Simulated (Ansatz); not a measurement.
Functionals compared on the (110) surface of tetragonal WSi2 in its 1x1 cell (cut with top plane 2 Si + W, bottom plane 2 Si + W), outermost plane spacing 2.28 Å in the ideal cut, in Ansatz (plane waves, PAW). The structure was relaxed with PBE; the other rows are single points on it, each with its references at the same level. Cutoff 420 eV (500 eV for r2SCAN).

Set-up: 18 atoms, Si12W6, 11.4 Å thick at the start; mesh 10x10x1; 0.1 eV smearing; dipole correction on; all atoms relaxed; start symmetry kept, larger cells not searched; no spin, no spin-orbit, no U. These notes are the PBE run's.

| functional | surface energy (J/m²) | work function of the top face (eV) | rough cost of the single point |
|---|---|---|---|
| PBE | 2.27 | 4.33 | – |
| LDA | 2.62 | 4.61 | roughly 80 core-seconds |
| PBEsol | 2.55 | 4.43 | around 80 core-seconds (rough) |
| RPBE | … | … | around 90 core-seconds (rough) |
| r2SCAN | 2.43 | 4.28 | about 2.8 core-minutes (a rough figure) |

Task: What belongs in the gaps?

Result: 
- RPBE, surface energy (J/m²): 2.12
- RPBE, work function of the top face (eV): 4.20

Ansatz is an electronic-structure program.
